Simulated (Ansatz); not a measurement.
Start from PbS in the rock salt structure (space group Fm-3m, No. 225; a = 5.903 Å).

Level of theory: Ansatz (a quantum-chemistry and plane-wave program) PBEsol, scalar-relativistic without spin-orbit coupling.

One change was made to it. Results:

```
quantity                base        after
---------------  -----------  -----------
band gap             0.19 eV      0.14 eV
volume per atom     25.71 Å³     25.34 Å³
gap character    direct at L  direct at L
```

Question: What was done to the base?
(A) pressure 0.9 GPa
(B) pressure −2 GPa
(C) pressure 2.1 GPa
(D) pressure −1 GPa

Answer: A, pressure 0.9 GPa. For comparison, the band gap in the other runs: pressure −2 GPa gives 0.33 eV; pressure −1 GPa gives 0.26 eV; pressure 2.1 GPa gives 0.06 eV.

Spin-orbit coupling, missing from the scalar runs, can matter with Pb. Load acts through the strain it causes; cell and atoms are relaxed under it. Stability against distortions was not tested. The zero or small gap of PbS can change with the level of theory.
